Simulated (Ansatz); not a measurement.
# SnSe (model structure, started from the wurtzite type, P6₃mc, No. 186, 4 atoms in the cell): lattice parameter c by level of theory

No measured value is used here.

```json
[
 {"level (code)": "PBE (Ansatz)", "value (Å)": "6.164"},
 {"level (code)": "PBEsol (Ansatz)", "value (Å)": "5.992"},
 {"level (code)": "PBE-D3(BJ) (Ansatz)", "value (Å)": "6.074"}
]
```

PBE-D3(BJ): a distance lies near a switch of the dispersion term, which can move the cell. Ansatz's density-functional and Hartree–Fock values are scalar-relativistic unless marked +SOC, with PAW data made under PBE.

A model structure was made by putting elements into a prototype or built by hand; it is no filed structure, need not be a known phase, and can be a saddle point held by its symmetry.

Ansatz is a first-principles code.
